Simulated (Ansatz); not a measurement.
## What pressure 0.3 GPa does to PbO

Start from PbO (space group P4/nmm, No. 129; a = 3.970 Å, c = 4.705 Å).

The change: cell and atoms relaxed at a pressure of 0.3 GPa.

Calculations: PBEsol-D3(BJ), PAW, 420 eV (Ansatz, an electronic-structure program; without spin-orbit coupling). k-mesh 8×8×7 (Γ-centred); smearing 0.05 eV (Fermi–Dirac).

- Volume per atom = 18.37 Å³ (base 18.54 Å³)
- Density = 10.09 g/cm³ (base 10.00 g/cm³)
- Lattice parameter a = 3.968 Å (base 3.970 Å)
- c/a ratio = 1.176 (base 1.185)
- Shortest interatomic distance = 2.307 Å (base 2.309 Å)
- Enthalpy H = E + PV relative to the base's energy = +0.03 eV/atom
- Band gap = 0.87 eV (base 0.90 eV)
- Gap character = indirect, M–Γ (79 % along) → M (base indirect, M–Γ (79 % along) → M)
- Smallest direct gap = 1.94 eV (base 1.97 eV)
- Width of the top valence band = 1.70 eV (base 1.70 eV)

Final structure:

```
CELL_PARAMETERS angstrom
      3.96766     0.00000     0.00000
      0.00000     3.96766     0.00000
      0.00000     0.00000     4.66760
ATOMIC_POSITIONS crystal
  Pb 0.50000 0.00000 0.74754
  Pb 0.00000 0.50000 0.25246
  O  0.50000 0.50000 0.00000
  O  0.00000 0.00000 0.00000
```

Spin-orbit coupling, missing from the scalar runs, can matter with Pb. Load acts through the strain it causes; cell and atoms are relaxed under it. Stability against distortions was not tested.
